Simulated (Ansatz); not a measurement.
Results of PBEsol in Ansatz (PAW) for hcp Er.

Run with plane-wave cutoff 520 eV, 18×18×10 k mesh (along the axes of the cell as run), Fermi–Dirac smearing 0.05 eV, spin-polarised with parallel moments, scalar-relativistic PAW data made under PBE.

Starting structure:

```
Er
1.0
    3.56000     0.00000     0.00000
   -1.78000     3.08305     0.00000
    0.00000     0.00000     5.59000
Er
2
Direct
  0.66667   0.33333   0.75000
  0.33333   0.66667   0.25000
```

Task: Into what structure does the relaxation of cell and atoms lead at this level, with the symmetry of the start kept?

Result: The volume grows by 2.7 %; final space group P6_3/mmc.
```
Er
1.0
    3.57266     0.00000     0.00000
   -1.78633     3.09402     0.00000
    0.00000     0.00000     5.69982
Er
2
Direct
  0.66667   0.33333   0.75000
  0.33333   0.66667   0.25000
```

Note: the 4f shell is treated without U or exact exchange, so its levels and filling can be wrong; the collinear magnetic order is the start's and need not be the measured one.

Ansatz is a first-principles code.
